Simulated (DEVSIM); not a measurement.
Device: Ti/Al2O3/p-Ge capacitor, at 250 K.

Layer 1 from the left is Al2O3, thickness (nm) 4.70. Layer 2 from the left is Ge, thickness (nm) 680, Na (cm⁻³) 7.7e17.

Metal gate on the left, work function 4.33 eV. Fixed charge at the semiconductor interface 0 cm⁻² (in units of +e); no interface traps.

Constants are typed, rounded textbook-type inputs, not results; the design itself was drawn at random and stands for no fabricated device. Values at 300 K; Nc and Nv go as T^1.5, mobilities as T to minus their exponent, the gap by Varshni's rule with the affinity fixed.

Al2O3: gap (eV) 6.8, affinity (eV) 1.35, permittivity 9. Ge: gap (eV) 0.664, affinity (eV) 4, permittivity 16, Nc (cm⁻³) 1.04e19, Nv (cm⁻³) 6e18, Varshni α (eV/K) 0.000477, Varshni β (K) 235.

### Question
Estimate by hand the flat-band voltage, the threshold voltage, and compare with a numerical solution.

### Answer

- Flat-band voltage: C = 1.70 μF/cm², work-function difference -0.314 V; VFB = φms − qNf/C = -0.31 V; numerical -0.31 V.
- Threshold voltage: φF = 0.297 V, depletion charge √(4εqNφF) = 4.56e-7 C/cm²; VT = VFB + 2φF + Qd/C = 0.55 V; numerical 0.55 V.

Simulated with DEVSIM: 1D Poisson equation in equilibrium, Boltzmann statistics, complete ionisation; no quantum confinement or tunnelling. Metal contacts follow the ideal Schottky-Mott rule: no Fermi-level pinning, no interface dipoles.
